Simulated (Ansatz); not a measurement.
The parent structure is Bi₂Se₃ in the Bi2Te3 type structure (space group R-3m, No. 166; a = 4.1446 Å, c = 29.2658 Å (hexagonal axes)). Axes: x lies along a and z along c of the hexagonal cell.

Structures relaxed with Ansatz (a first-principles code) r2SCAN+rVV10, no spin-orbit coupling.

Base:

Simulated powder pattern, Cu Kα1, λ = 1.54056 Å (kinematic, ideal powder, no thermal factors, no anomalous dispersion; the 14 strongest lines at most, above 2 %, up to 2θ = 90°):

| 2θ (°) | I/Imax (%) | hkl |
|---|---|---|
| 9.06 | 14 | (003) |
| 18.17 | 20 | (006) |
| 24.97 | 17 | (101) |
| 29.16 | 100 | (015) |
| 39.71 | 38 | (1 0 10) |
| 42.25 | 11 | (0 1 11) |
| 43.64 | 35 | (110) |
| 47.64 | 15 | (116) |
| 53.35 | 19 | (205) |
| 60.46 | 11 | (0 2 10) |
| 65.67 | 14 | (1 1 15) |
| 69.28 | 6.9 | (0 1 20) |
| 71.30 | 16 | (125) |
| 77.49 | 11 | (2 1 10) |

After one change:

Simulated powder pattern, Cu Kα1, λ = 1.54056 Å (kinematic, ideal powder, no thermal factors, no anomalous dispersion; the 14 strongest lines at most, above 2 %, up to 2θ = 90°):

```json
[
 {"2θ (°)": "8.77", "I/Imax (%)": "16"},
 {"2θ (°)": "17.59", "I/Imax (%)": "22"},
 {"2θ (°)": "25.74", "I/Imax (%)": "16"},
 {"2θ (°)": "29.59", "I/Imax (%)": "100"},
 {"2θ (°)": "39.45", "I/Imax (%)": "40"},
 {"2θ (°)": "41.85", "I/Imax (%)": "11"},
 {"2θ (°)": "44.95", "I/Imax (%)": "7.4"},
 {"2θ (°)": "45.07", "I/Imax (%)": "34"},
 {"2θ (°)": "48.74", "I/Imax (%)": "10"},
 {"2θ (°)": "54.85", "I/Imax (%)": "18"},
 {"2θ (°)": "61.42", "I/Imax (%)": "11"},
 {"2θ (°)": "65.55", "I/Imax (%)": "15"},
 {"2θ (°)": "73.62", "I/Imax (%)": "15"},
 {"2θ (°)": "79.37", "I/Imax (%)": "11"}
]
```

### Question
Which change produced these results?
A. biaxial strain +2.13 %, plane normal [001], relaxed out of plane
B. isotropic strain −2.24 %
C. biaxial strain −3.02 %, plane normal [001], relaxed out of plane
D. biaxial strain +2.47 %, plane normal [001], relaxed out of plane

### Answer
C, biaxial strain −3.02 %, plane normal [001], relaxed out of plane. Its volume per atom is 28.19 Å³ against 29.02 Å³, and its space group is R-3m (No. 166).

No phonon test of stability was made.
